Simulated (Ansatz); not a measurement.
AlN (Fm-3m, No. 225; start mp-1330; another space group than a measured phase of this formula) was calculated with G0W0@HSE06 in Ansatz (plane waves, hard PAW, contour deformation).

The same calculation (at the PBEsol cell, 8.276 Å³/atom) with different numerical settings; throughout: response cutoff 100 eV, empty bands 69:

| run | k mesh | quasiparticle gap on the mesh (eV) | quasiparticle gap at Γ (eV) | rough time |
|---|---|---|---|---|
| 1 | 6×6×6 | 6.588 | 7.929 | 90 core-s |
| 2 | 8×8×8 | 6.598 | 7.930 | 7 core-min |
| 3 | 10×10×10 | 6.596 | 7.926 | 20 core-min |

In the column quasiparticle gap on the mesh (eV) the first row differs from the last by -0.008 and the next to last by +0.002.

The last row is no converged limit: other settings stay fixed.

Note: GW on a hybrid start was not checked against another program.

A start named mp-… is a Materials Project structure, which can be a computed phase never made.

Ansatz is a program for electronic structure.
